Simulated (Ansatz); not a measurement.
Functionals compared on the (10-12) surface of hcp Y in its 1x1 cell, outermost plane spacing 0.70 Å in the ideal cut (one of several cuts of this face), in Ansatz (plane waves, PAW). The structure was relaxed with PBE; the other rows are single points on it, each with its references at the same level. Cutoff 420 eV (500 eV for r2SCAN).

Set-up: 12 atoms, 11.3 Å thick at the start; mesh 10x5x1; 0.1 eV smearing; dipole correction on; all atoms relaxed; symmetry of the start imposed; no spin, no spin-orbit, no U. These notes are the PBE run's.

```
functional  surface energy (J/m²)  work function of the top face (eV)          rough cost of the single point
----------  ---------------------  ----------------------------------  --------------------------------------
PBE                          1.03                                2.88                                       –
LDA                          1.17                                3.07  about 90 core-seconds (a rough figure)
PBEsol                       1.13                                2.93         around 110 core-seconds (rough)
RPBE                         0.94                                2.77                roughly 2.8 core-minutes
r2SCAN                        ___                                 ___   about 4 core-minutes (a rough figure)
```

Some entries are withheld; supply them.


- r2SCAN, surface energy (J/m²): 1.08
- r2SCAN, work function of the top face (eV): 2.85

Ansatz is an electronic-structure program.
